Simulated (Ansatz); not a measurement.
Here is the system:

A slab with vacuum along the third vector:

```xyz
8
Lattice="2.9972 0.0000 0.0000 0.0000 2.9972 0.0000 0.0000 0.0000 26.5000" Properties=species:S:1:pos:R:3 pbc="T T T"
V      1.4986     1.4986     8.1760
V      0.0000     0.0000     9.4818
V      1.4986     1.4986    10.9878
V      0.0000     0.0000    12.5245
V      1.4986     1.4986    13.9755
V      0.0000     0.0000    15.5122
V      1.4986     1.4986    17.0182
V      0.0000     0.0000    18.3240
```

Model: 8-atom slab, 10.5 Å thick at the start (thin: gaps and levels are the slab's own), 13x13x1 mesh, Fermi-Dirac 0.1 eV, dipole correction, all atoms relaxed; start symmetry kept, larger cells not searched; no spin, no spin-orbit, no U.

**Question.** Estimate the surface energy (mean of both faces) that PBE in Ansatz (a quantum-chemistry and plane-wave program) returns for this input.

**Answer.** 2.41 J/m²

**Question.** Estimate the work function of the top face that PBE returns for this input.

**Answer.** 3.75 eV
